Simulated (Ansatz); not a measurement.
Ansatz (a first-principles code), DFT, PBE, plane waves, its default PAW files: Cu(100) slab of 6 layers, 1x1, atoms displaced (Cu6), unrelaxed, 6 atoms. Basis and mesh were picked for this test and aren't claimed converged.

- cell: 2.56, 2.56, 19.04 Å; 90, 90, 90°
- distance to the nearest atom: 2.53 to 2.56 Å
- task: single point
- k mesh: 10×10×1
- hamiltonian.xc: pbe
- kind of files: paw
- scf.occupations.method: fermi_dirac
- scf.occupations.width: 0.1 eV
- scf.initial_density.chi_scale: 0.1
- output.forces: true
- binding of workers (--pin): off
- k-point pools (--kpoint-pools): 1
- memory maximum (--max-ram): 8GiB
- accuracy: medium (default)
- basis.precision: auto (default)
- basis.xc_grid: 2 (default)
- scf.eigensolver.kind: auto (default)
- scf.convergence.dr2_threshold: 1e-07 (default)
- scf.lower_state_search: light (default)
- k-points after symmetry: 52
- bands at the start: 64
- electrons: 114
- plane waves at Γ: 2467
- cutoff (eV): 420
- FFT grid: 18×18×128
- symmetry operations: 1

Settings of this run: scf.mixing.algorithm = auto, scf.mixing.preconditioner = kerker_dos, scf.algorithm = auto; 4 threads.

```tsv
iteration	dr2 (eV)	Hψ
1	2.74e1	12265
2	1.04e1	9191
3	1.40e0	7523
4	3.03e-1	5168
5	4.87e-1	5353
6	7.47e-2	5663
7	6.44e-2	3379
8	5.56e-2	3352
9	4.82e-2	4709
10	2.19e-2	3860
11	1.73e-2	4727
12	8.37e-3	4838
13	5.31e-3	3979
14	3.92e-3	3668
15	1.10e-2	5218
16	1.88e-3	5080
17	6.95e-4	4986
18	7.00e-4	5053
19	1.09e-3	5092
20	2.94e-4	4760
21	2.29e-4	3777
22	1.51e-4	4736
23	6.25e-5	4876
24	8.47e-6	5093
25	2.07e-6	5057
26	8.30e-7	4971
27	1.91e-7	5157
28	1.55e-7	12441
29	1.06e-7	4381
30	4.77e-8	10940
```

It converged after 30 SCF iterations.

Which change of one setting makes this cycle converge in far fewer steps?

Several could match; the one computed here: scf.mixing.preconditioner = auto (default) (14 SCF iterations) or scf.mixing.preconditioner = ldos (14 SCF iterations), all else kept. The other changes of this size gave: scf.mixing.preconditioner = local_kerker (18); scf.mixing.preconditioner = none (21); scf.mixing.preconditioner = kerker (35). With more settings changed, the fewest of all runs of this system: scf.mixing.preconditioner = auto (default), scf.algorithm = direct_min (10). In that run the program took: scf.mixing.algorithm MSR1, scf.mixing.preconditioner LDOS, scf.eigensolver.kind band_cg, --slots 4. The first change moves the result by: energy under 0.001 meV/atom, forces (largest component) 0.021 meV/Å. Counts are of single runs.

Keys are those of Ansatz 0.2.
